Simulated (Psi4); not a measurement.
Psi4 1.11, B3LYP/def2-svp: Si(Cl)(NMe2)(SeH)2 (CN(C)[Si](Cl)([SeH])[SeH]), 15 atoms. The geometry is a generated start, not checked to be a minimum at this level.

| Item | Result |
|---|---|
| task | energy |
| method | b3lyp |
| basis | def2-svp |
| memory | 3 GB |
| maxiter | 100 |
| keys of the molecule block | symmetry c1 |
| scf_type | df (default) |
| guess | auto, which took SAD (default) |
| scf_initial_accelerator | adiis (default) |
| e_convergence | 1e-06 (default) |
| d_convergence | 1e-06 (default) |
| dft_radial_points | 75 (default) |
| dft_spherical_points | 302 (default) |
| basis functions | 182 |
| grid points | 315299 |

```xyz
15

C     -1.1019     0.3788     1.2625
N     -0.2301    -0.3573     0.3780
C     -0.9382    -1.3509    -0.3961
Si     1.1578     0.4118    -0.2821
Cl     2.1500     1.2764     1.2575
Se     0.5931     2.0478    -1.8515
Se     2.4230    -1.2344    -1.2535
H     -0.5109     1.0088     1.9225
H     -1.6770    -0.3249     1.8681
H     -1.8057     1.0121     0.7054
H     -1.4137    -2.0641     0.2801
H     -0.2390    -1.8933    -1.0332
H     -1.7080    -0.8965    -1.0298
H     -0.3755     2.6563    -0.9772
H      3.6762    -0.6706    -0.8506
```

One run each on 2 threads. Values of diis_max_vecs tried: 3, 6, 10 (default), 20.

### Question
Predict the course of the SCF iterations along this series.

### Answer
Fewest SCF iterations, within one of each other: 6 with 9, 10 (default) with 9, 20 with 9. The count rises to 15 at 3. All converge to one solution.

```csv
diis_max_vecs,SCF iterations,end
3,15,same solution
6,9,same solution
10 (default),9,same solution
20,9,same solution
```
